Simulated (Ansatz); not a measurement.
The starting structures come from a database of crystals and need not be the phases stable at ambient conditions.

Inside the gap of an insulator the Bloch states are evanescent, with a wavenumber k + iκ along the transport direction.

Data:

```
PdO4Se
1.0
    6.44298     0.00000     0.00000
    0.00000     7.91041     0.00000
    3.22149    -0.59585     3.93802
Pd Se O
2 2 8
Direct
  0.50000   0.50000   0.50000
  0.00000   0.00000   0.50000
  0.93129   0.75000   0.00000
  0.06871   0.25000   0.00000
  0.74758   0.28957   0.36646
  0.25242   0.71043   0.63354
  0.11404   0.21043   0.63354
  0.88596   0.78957   0.36646
  0.76217   0.57698   0.03740
  0.23783   0.42302   0.96260
  0.79957   0.92302   0.96260
  0.20043   0.07698   0.03740
```

The cell is taken as given; by PBEsol it stands under a pressure of -4.9 GPa.

Transport runs along the normal of the first two printed cell vectors.

The gap is the functional's own, uncorrected, and κ follows it; spin-orbit coupling is left out. Mid-gap means the computed energy nearest the middle.

Compute, with PBEsol in Ansatz (a program for electronic structure), the band gap and the smallest decay constant κ at mid-gap.

Gap 1.16 eV on a 8×4×8 mesh; κ = 0.399 1/Å, at the zone centre.
